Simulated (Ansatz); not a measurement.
Start from TiS₂ in the CdI2 type structure (space group P-3m1, No. 164; a = 3.3594 Å, c = 5.5200 Å; layered, stacked along the Cartesian z axis; relaxed with 0.1 eV smearing).

Level of theory: PBE-D3(BJ) (Ansatz, a program for electronic structure), no spin-orbit coupling.

Before the change:

The pressure is 0.0 GPa.

One thing is altered: an isotropic linear strain of −1.06 %, atoms relaxed at fixed cell.

### Question
Predict the new largest internal atomic displacement, pressure and energy relative to the base.

### Answer
The largest internal atomic displacement is 0.026 Å; the pressure (mean of the normal stresses, compression positive) goes from zero to 1.7 GPa; the energy rises by 2.9 meV/atom.

No phonon test of stability was made. All final runs are without spin polarisation.
